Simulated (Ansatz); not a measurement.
Input for Hg(S,Se) alloy cell Hg8S7Se (zinc blende start):

Ansatz 0.2 input:
```yaml
crystal:
  lattice:
    - [-0.000000021, 6.037962767, 6.037962772]
    - [6.037962742, 0.000000006, 6.037962744]
    - [6.037962763, 6.03796276, -0.000000015]
  atoms:
    - { symbol: Hg, position: [0.000213056, 0.000213075, 0.000213145] }
    - { symbol: Hg, position: [0.000213085, 0.000213049, 0.499360787] }
    - { symbol: Hg, position: [0.0002131, 0.499360806, 0.000213028] }
    - { symbol: Hg, position: [0.008702467, 0.4970992, 0.497099208] }
    - { symbol: Hg, position: [0.49936075, 0.000213105, 0.000213061] }
    - { symbol: Hg, position: [0.497099187, 0.008702362, 0.497099204] }
    - { symbol: Hg, position: [0.497099219, 0.497099168, 0.008702426] }
    - { symbol: Hg, position: [0.497099166, 0.497099198, 0.497099199] }
    - { symbol: S, position: [0.125000001, 0.124999968, 0.124999964] }
    - { symbol: S, position: [0.123814346, 0.123814355, 0.626185658] }
    - { symbol: S, position: [0.123814287, 0.626185705, 0.123814297] }
    - { symbol: S, position: [0.12381429, 0.626185655, 0.626185673] }
    - { symbol: S, position: [0.626185724, 0.123814321, 0.123814304] }
    - { symbol: S, position: [0.626185669, 0.123814326, 0.626185703] }
    - { symbol: S, position: [0.626185668, 0.626185679, 0.123814356] }
    - { symbol: Se, position: [0.624999984, 0.625000027, 0.624999987] }
basis:
  ecutwfc: 420
  ecutrho_ratio: 4
  xc_grid: 2
kpoints:
  mp_grid: { grid: [4, 4, 4] }
hamiltonian:
  xc: pbe
  dispersion: none
  pseudopotentials: { kind: paw }
scf:
  n_extra_bands: 17
  occupations: { method: fermi_dirac, width: 0.01 }
output:
  forces: true
  stress: true
  eigenstates:
    kpoints:
      - [0.0, 0.0, 0.0]
      - [-0.15, 0.0, -0.15]
      - [0.0, -0.15, -0.15]
    e_range: [-4.0, 6.0]
    localisation: true
relax:
  f_tol: 0.03
  max_steps: 90
  cell: { stress_tol: 0.15 }
```

The numbers are results of PBE (plane waves to 420 eV, PAW; Ansatz, a quantum-chemistry and plane-wave program), not measurements. No spin–orbit coupling. Its k-point mesh 4×4×4, Fermi–Dirac width 0.01 eV.

### Question
Write the closing report of this run, without the band table and long remarks, to eight decimals at most.

### Answer
```
SCF converged after 5 iterations
Free energy (F): -122293.582301 eV
Harris-Foulkes:  -122293.582301 eV  (|F-HF|=0.00e0)
Internal energy: -122293.581704 eV  (E = F + TS)
E sigma→0 (E₀):  -122293.582002 eV
Entropy (-TS):   -0.000597 eV (-0.037 meV/atom)
Fermi energy:    7.290094 eV
--- Per-component energies (eV) ---
  E_band       = -4506.407054
  E_kinetic    = 5676.077653
  E_local      = -30958.055976  (includes V_loc(G=0)·N_el)
  E_nonlocal   = 190.180575
  E_hartree    = 13358.583717
  E_xc         = -2536.872245
  E_vxc        = -2794.601978  (∫ρ·V_xc dr)
  E_paw        = -85666.259675  (= ΣΔE_a)
  E_vpaw       = -3337.181000  (= ΣTr[D̂ρ^β])
  E_aug_tail   = 0.006740  (compensation charges beyond the density's cutoff)
  E_ewald      = -22357.242493
  E_smearing   = -0.000597  (= −TS)
  E_closure    = 0.000000  (closes the sum)
  Σ components = -122293.582301   (vs F -122293.582301, Δ=0.00e0)
--- Forces (eV/Å), atoms counted from 1 ---
  atom   1  Hg    -0.00010856    -0.00010856    -0.00010856
  atom   2  Hg     0.00010856     0.00010856    -0.00010856
  atom   3  Hg     0.00010856    -0.00010856     0.00010856
  atom   4  Hg     0.00529711    -0.00529711    -0.00529711
  atom   5  Hg    -0.00010856     0.00010856     0.00010856
  atom   6  Hg    -0.00529711     0.00529711    -0.00529711
  atom   7  Hg    -0.00529711    -0.00529711     0.00529711
  atom   8  Hg     0.00529711     0.00529711     0.00529711
  atom   9  S      0.00000000     0.00000000    0.00000000
  atom  10  S     0.00000000     0.00000000    -0.02128587
  atom  11  S     0.00000000    -0.02128587    0.00000000
  atom  12  S      0.02128587    0.00000000    0.00000000
  atom  13  S     -0.02128587     0.00000000     0.00000000
  atom  14  S      0.00000000     0.02128587    0.00000000
  atom  15  S      0.00000000     0.00000000     0.02128587
  atom  16  Se     0.00000000     0.00000000    0.00000000
  max |Σ_I F_I| component: 1.31e-16 eV/Å
--- Stress (GPa, compression-positive) ---
        0.078039       0.000000       0.000000
        0.000000       0.078039      0.000000
       0.000000      0.000000       0.078039
  P = ⅓ Tr σ = 0.0780 GPa (0.780 kbar)
--- Relaxed structure (2 steps of the walk, 2 accepted, 1 SCFs on fresh bases) ---
  F+E_penalty+E_count = -122293.58230053 eV   max|allowed force component| = 2.129e-2 eV/Å   (the final SCF, on the basis selected at the relaxed cell)
  cell:  # Å, volume = 436.8496 Å³
    - [0.0, 6.02236850, 6.02236850]
    - [6.02236850, 0.0, 6.02236850]
    - [6.02236850, 6.02236850, 0.0]
  atoms:
    - { symbol: Hg, position: [0.00020964, 0.00020964, 0.00020964] }
    - { symbol: Hg, position: [0.00020964, 0.00020964, 0.49937109] }
    - { symbol: Hg, position: [0.00020964, 0.49937109, 0.00020964] }
    - { symbol: Hg, position: [0.00986007, 0.49671331, 0.49671331] }
    - { symbol: Hg, position: [0.49937109, 0.00020964, 0.00020964] }
    - { symbol: Hg, position: [0.49671331, 0.00986007, 0.49671331] }
    - { symbol: Hg, position: [0.49671331, 0.49671331, 0.00986007] }
    - { symbol: Hg, position: [0.49671331, 0.49671331, 0.49671331] }
    - { symbol: S, position: [0.12500000, 0.12500000, 0.12500000] }
    - { symbol: S, position: [0.12455065, 0.12455065, 0.62544935] }
    - { symbol: S, position: [0.12455065, 0.62544935, 0.12455065] }
    - { symbol: S, position: [0.12455065, 0.62544935, 0.62544935] }
    - { symbol: S, position: [0.62544935, 0.12455065, 0.12455065] }
    - { symbol: S, position: [0.62544935, 0.12455065, 0.62544935] }
    - { symbol: S, position: [0.62544935, 0.62544935, 0.12455065] }
    - { symbol: Se, position: [0.62500000, 0.62500000, 0.62500000] }
```

Cost: around 60 core-seconds (rough).
